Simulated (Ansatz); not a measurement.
## ZnO, response to strain

Consider ZnO in the wurtzite structure (space group P6_3mc, No. 186).

ZnO is modelled in the hexagonal space group P6₃mc (No. 186), the wurtzite structure, Pearson symbol hP4. Cell: a = b = 3.2352 Å, c = 5.2113 Å, α = β = 90.00°, γ = 120.00°. Zn on 2b is coordinated by 4 O at 1.970–1.979 Å (tetrahedral). O on 2b is coordinated by 4 Zn at 1.970–1.979 Å (tetrahedral). (Neighbours: up to the widest gap in distance over summed covalent radii, below 1.35, at either atom; cation-cation and far metal-metal contacts left out.)

Strains are applied to the cell and any free atomic positions relax.

The values are results of Ansatz (a first-principles code), r2SCAN, PAW, cutoff 500 eV, spin-orbit coupling left out, earlier PAW set, not measurements.

| isotropic strain (%) | band gap (eV) |
|---|---|
| -5.03 | 1.45 |
| -4.77 | ? |
| -0.75 | 1.27 |
| 0 | 1.23 |
| 0.15 | 1.23 |

Q: Fit E_g = E₀ + Dε (ε in %) to the rows shown and predict the withheld row.

A: Least squares on the printed values gives E₀ = 1.23 eV, D = -42.9 meV per % of strain (largest residual 0.00 eV); this predicts 1.44 eV, and the run gives 1.44 eV, in agreement.

Whether these cells are dynamically stable was not tested.
